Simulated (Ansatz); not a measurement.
The reference is Li2O in the anti-fluorite structure (space group Fm-3m, No. 225; a = 4.6261 Å).

Method: Ansatz (an electronic-structure program) PBE, without spin-orbit coupling.

Base values:

- Electron mass: 0.85 mₑ along k, 0.44 mₑ across (at X)
- Hole mass: 0.92, 1.8, 1.8 mₑ (at Γ)
- Lattice parameter a: 462.6 pm

It is then changed as follows: a hydrostatic pressure of 4.2 GPa.

Task: Predict the new mean gap deformation potential ΔEg/Δln V, electron mass, hole mass and lattice parameter a.

Result: The mean gap deformation potential ΔEg/Δln V is -1.9 eV; the electron mass changes from 0.85 mₑ along k, 0.44 mₑ across (at X) to 0.82 mₑ along k, 0.43 mₑ across (at X); the hole mass (degenerate bands, along [100]) becomes 0.94, 1.7, 1.7 mₑ (at Γ) (base: 0.92, 1.8, 1.8 mₑ (at Γ)); the lattice parameter a drops by 7.4 pm, from 462.6 pm to 455.2 pm.

Load acts through the strain it causes; cell and atoms are relaxed under it. Effective masses come from finite differences of ±0.01 Å⁻¹. Along k means along the line from Γ to the band edge. Stability against distortions was not tested.
